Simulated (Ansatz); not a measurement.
Functionals compared on a constructed model of the (111) surface of fcc Cu, a pseudomorphic layer of Pt in the host's stacking (bottom of the slab: a bare face, its two planes held), in Ansatz (plane waves, PAW). The structure was relaxed with PBE; the other rows are single points on it. Cutoff 420 eV (500 eV for r2SCAN).

Slab: 7 atoms, 12.9 Å thick at the start with caps and adatoms (thin: gaps and levels are the slab's own); k 17x17x1, smearing 0.1 eV, dipole-corrected; 2 atoms held, the rest relaxed; held to the start's symmetry, so lower structures may exist; no spin, no spin-orbit, no U. In PBE it is, or lies within 0.01 eV a 1x1 cell of, the lowest of the 2 structures of its composition computed so far; subsurface sites and larger cells were not tried. These notes are the PBE run's.

| functional | work function of the top face (eV) | rough cost of the single point |
|---|---|---|
| PBE | 5.53 | – |
| RPBE | 5.36 | very roughly 26 core-seconds |
| r2SCAN | 5.58 | about 60 core-seconds (a rough figure) |

Ansatz is a quantum-chemistry and plane-wave program.
